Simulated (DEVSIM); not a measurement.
Structure: Cr/La2O3/SiO2/n-Si capacitor, at 300 K.

| layer (left to right) | material | thickness (nm) | Nd (cm⁻³) |
|---|---|---|---|
| 1 | La2O3 | 23.0 | - |
| 2 | SiO2 | 0.800 | - |
| 3 | Si | 810 | 5e17 |

Metal gate on the left, work function 4.5 eV. Fixed charge at the semiconductor interface 7.5e10 cm⁻² (in units of +e); no interface traps.

Constants are typed, rounded textbook-type inputs, not results; the design itself was drawn at random and stands for no fabricated device. Values at 300 K; Nc and Nv go as T^1.5, mobilities as T to minus their exponent, the gap by Varshni's rule with the affinity fixed.

| parameter | La2O3 | SiO2 | Si |
|---|---|---|---|
| gap (eV) | 5.8 | 9 | 1.124 |
| affinity (eV) | 1.8 | 0.9 | 4.05 |
| permittivity | 27 | 3.9 | 11.7 |
| Nc (cm⁻³) | - | - | 2.86e19 |
| Nv (cm⁻³) | - | - | 3.1e19 |
| Varshni α (eV/K) | - | - | 0.000473 |
| Varshni β (K) | - | - | 636 |

Simulated with DEVSIM: 1D Poisson equation in equilibrium, Boltzmann statistics, complete ionisation; no quantum confinement or tunnelling. Metal contacts follow the ideal Schottky-Mott rule: no Fermi-level pinning, no interface dipoles.

The temperature was swept, all else fixed.

| temperature (K) | flat-band voltage (V) | threshold voltage (band bending 2φF) (V) | minimum of the low-frequency capacitance (μF/cm²) |
|---|---|---|---|
| 250 | 0.35 | -1.10 | 0.177 |
| 300 | 0.33 | -1.05 | 0.183 |
| 350 | 0.31 | -0.99 | 0.192 |
| 400 | 0.28 | -0.93 | 0.202 |
| 450 | 0.26 | -0.87 | 0.212 |
| 500 | 0.23 | -0.81 | 0.227 |

From the first row to the last the flat-band voltage goes from 0.35 to 0.23. From the first row to the last the threshold voltage (band bending 2φF) goes from -1.10 to -0.81.
